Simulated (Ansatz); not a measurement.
We consider L1₀ (CuAu-type) CuAu, described by HSE06 in Ansatz (plane waves, PAW).

Numerical settings: plane-wave cutoff 520 eV, 12×12×10 k mesh (along the axes of the cell as run), Fermi–Dirac smearing 0.05 eV, no spin polarisation, scalar-relativistic PAW data made under PBE.

Starting structure:

```
CELL_PARAMETERS angstrom
      2.80000     0.00000     0.00000
      0.00000     2.80000     0.00000
      0.00000     0.00000     3.67000
ATOMIC_POSITIONS crystal
  Cu 0.00000 0.00000 0.00000
  Au 0.50000 0.50000 0.50000
```

Question: Into what structure does the relaxation of cell and atoms lead at this level, with the symmetry of the start kept?

Answer: The volume goes up by 2.8 %; final space group P4/mmm.
```
CELL_PARAMETERS angstrom
      2.87801     0.00000     0.00000
      0.00000     2.87801     0.00000
      0.00000     0.00000     3.57269
ATOMIC_POSITIONS crystal
  Cu 0.00000 0.00000 0.00000
  Au 0.50000 0.50000 0.50000
```

Ansatz is a first-principles code.
